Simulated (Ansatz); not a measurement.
The reference is ZnInGaO4 (space group R3m, No. 160; a = 3.3560 Å, c = 26.1115 Å (hexagonal axes)).

Calculations: PBE, PAW, 420 eV (Ansatz, a first-principles code; no spin-orbit coupling).

Its conduction minimum is a single valley at Γ with mass 0.18 mₑ.

It is then changed as follows: electron doping at 1.0×10^22 cm⁻³ (0.849 per cell), with a uniform compensating background at fixed cell and a 300 K Fermi–Dirac width.

**Question.** Where would a parabolic band put the Fermi level, and where does the calculation put it?

**Answer.** k_F = (3π²n)^(1/3) = 0.667 Å⁻¹, so ħ²k_F²/2m = 9.4 eV above the band edge at zero temperature. The calculation gives 3.25 eV (to 0.05 eV): the band is strongly non-parabolic or higher valleys fill at this density.

Charged cell with a jellium background: band edges are those of the host's band count, energies are not comparable with the neutral cell, and many-body gap narrowing is missing. The levels and masses belong to the bands next to the band gap. Effective masses come from finite differences of ±0.01 Å⁻¹. Whether these cells are dynamically stable was not tested.
